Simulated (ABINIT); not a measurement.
A self-consistent single point of Cu (Fm-3m, 1 atom in the cell) with ABINIT.

Method: PBE, PAW (JTH v2.0 PBE PAW) (plane waves; ABINIT 10.0.3).

The change in words: lattice scaled by 0.98. Reference geometry:
```xyz
1
Lattice="0.0000 1.7766 1.7766 1.7766 0.0000 1.7766 1.7766 1.7766 0.0000" Properties=species:S:1:pos:R:3 pbc="T T T"
Cu     0.0000     0.0000     0.0000
```

Reference input (self-consistent single point, DFT, PBE, plane waves, PAW (JTH v2.0 PBE PAW)): pseudos = [Cu.GGA_PBE-JTH.xml]; ecut = 816 eV; pawecutdg = 1633 eV; pawxcdev = 0; occopt = 3; tsmear = 0.00367493 Ha; ngkpt = 21 21 21; nshiftk = 1; shiftk = 0 0 0; potentials = JTH v2.0 PBE PAW; nband = 15; kptopt = 1. This run's input differs from it in these lines:

```diff
@@ -3,6 +3,6 @@
 pseudos "Cu.GGA_PBE-JTH.xml"
-acell 4.7477931417 4.7477931417 4.7477931417
+acell 4.6528373857 4.6528373857 4.6528373857
 rprim
         -0.0000000000    0.7071067812    0.7071067812
-         0.7071067812    0.0000000000    0.7071067812
+         0.7071067812   -0.0000000000    0.7071067812
          0.7071067812    0.7071067812   -0.0000000000
```

Output (repeated stretches shortened):

```
--- !BeginCycle
solver: {iscf: 17, nstep: 100, nline: 4, wfoptalg: 10, }
tolerances: {tolvrs: 1.00E-12, }
...

     iter   Etot(hartree)      deltaE(h)  residm     nres2
 ETOT  1  -193.87433888076    -1.939E+02 6.352E+01 3.960E+01
 ETOT  2  -198.50066704786    -4.626E+00 4.339E-01 4.005E+02
 ETOT  3  -198.10368436044     3.970E-01 1.768E-01 8.815E+01
 ETOT  4  -197.96738926154     1.363E-01 1.809E-01 3.184E+00
 ETOT  5  -197.96461963345     2.770E-03 1.058E-01 1.724E+00
   [... 12 lines left out ...]
 ETOT 18  -197.96074871692     4.832E-13 3.330E-04 8.242E-11
 ETOT 19  -197.96074871692     5.684E-13 3.734E-04 5.851E-12
 ETOT 20  -197.96074871692     0.000E+00 3.620E-04 3.383E-12
 ETOT 21  -197.96074871692    -6.537E-13 3.819E-04 1.300E-13
 At SCF step   21       nres2   =  1.30E-13 < tolvrs=  1.00E-12 =>converged.

 Cartesian components of stress tensor (hartree/bohr^3)
  sigma(1 1)= -7.91307100E-04  sigma(3 2)=  0.00000000E+00
  sigma(2 2)= -7.91307100E-04  sigma(3 1)=  0.00000000E+00
  sigma(3 3)= -7.91307100E-04  sigma(2 1)=  0.00000000E+00

 ----iterations are completed or convergence reached----

 reduced coordinates (array xred) for    1 atoms
       0.000000000000      0.000000000000      0.000000000000
 cartesian forces (eV/Angstrom) at end:
    1     -0.00000000000000    -0.00000000000000    -0.00000000000000
 frms,max,avg= 0.0000000E+00 0.0000000E+00   0.000E+00  0.000E+00  0.000E+00 e/A
 length scales=  4.652837385700  4.652837385700  4.652837385700 bohr
              =  2.462175499788  2.462175499788  2.462175499788 angstroms
   [... lines left out ...]
 Fermi (or HOMO) energy (eV) =   8.57078   Average Vxc (eV)= -12.58917
   [... lines left out ...]
'-kT*entropy'       : -3.63176488811170E-04
total_energy        : -1.97960748639306E+02
total_energy_eV     : -5.38678592043712E+03
...

-Cartesian components of stress tensor (GPa)         [Pressure=  2.3281E+01 GPa]
- sigma(1 1)= -2.32810547E+01  sigma(3 2)=  0.00000000E+00
- sigma(2 2)= -2.32810547E+01  sigma(3 1)=  0.00000000E+00
- sigma(3 3)= -2.32810547E+01  sigma(2 1)=  0.00000000E+00

 Calculation completed.
```

The run converged in 21 iterations. Against the reference run the free energy rises by 69.5 meV/atom and the pressure goes from 9.86 to 23.28 GPa.

The starting cell comes from a database of computed structures (which also holds hypothetical and non-ambient phases and stackings), without a prior relaxation at this level. Its lattice was rescaled by a random factor within 2.5 % of one. For this run, on top of that: lattice scaled by 0.98. Spin polarisation is off. With a pressure of about 23 GPa the cell is away from its equilibrium volume at this level.

Cost on one core of a shared machine: roughly 6 min.
